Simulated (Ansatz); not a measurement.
**Amorphous silicon carbide (Si120C72)**

A CHGNet melt-quench gave the starting glass, which DFT then relaxed. The hot cell started wider than the set density and was brought back towards it in steps. It is the lowest in DFT energy of 4 quenches. It is a model cell: composition and starting density were chosen by hand, and all elements were melted together. No dispersion term was used.

The numbers are results of PBE, scalar-relativistic without spin-orbit coupling (plane waves to 420 eV, PAW; Ansatz, a quantum-chemistry and plane-wave program), not measurements. Geometry, pressure, stress and energy are those of the PBE run. Its sampling: a 2×2×2 Γ-centred mesh; Fermi-Dirac width 0.05 eV; no spin polarisation. The levels at the Fermi energy are partly filled. A closed spacing in one fast-quenched cell at PBE doesn't show the material to be a metal.

- Number of atoms in the cell = 192
- Density (held, not predicted) = 2.81 g/cm³
- Volume per atom = 13.04 Å³
- Pressure on a 2×2×2 Γ-centred mesh = 3.99 GPa
- Largest force and stress component on that mesh (the relaxation ran on the zone centre alone) = 0.22 eV/Å and 4.1 GPa
- Energy relative to 6H silicon carbide + silicon (lowest mix at this level among the phases computed, not always the ambient ones) = 0.552 eV/atom
- Gap on a 2×2×2 Γ-centred mesh (PBE) = within the smearing (under twice its width)

Neighbours within Si-Si 2.64 Å, Si-C 2.26 Å, C-C 1.78 Å count as bonded.

| Quantity | Result |
|---|---|
| Mean coordination of Si | 4.40 (5 with 3, 73 with 4, 34 with 5, 5 with 6, 3 with 7) |
| Mean coordination of C | 3.94 (5 with 3, 66 with 4, 1 with 5) |
| Mean Si-Si bond | 2.415 Å (spread 0.101 Å, 138 counted) |
| Mean Si-C bond | 1.913 Å (spread 0.066 Å, 252 counted) |

Its density started from a set value of 2.81 g/cm³. The simulated quench (nominally 430 K/ps over its main leg) is rapid and tends to freeze in more defects than a deposited or slowly cooled glass has. Values belong to this one cell and scatter from quench to quench. The volume was held where the preparation left it and the shape relaxed, at a PBE pressure of 4.0 GPa. Stress components on the final sampling reach 4.1 GPa. On a 2×2×2 Γ-centred mesh force components of up to 0.22 eV/Å stay, since the relaxation ran on the zone centre alone.
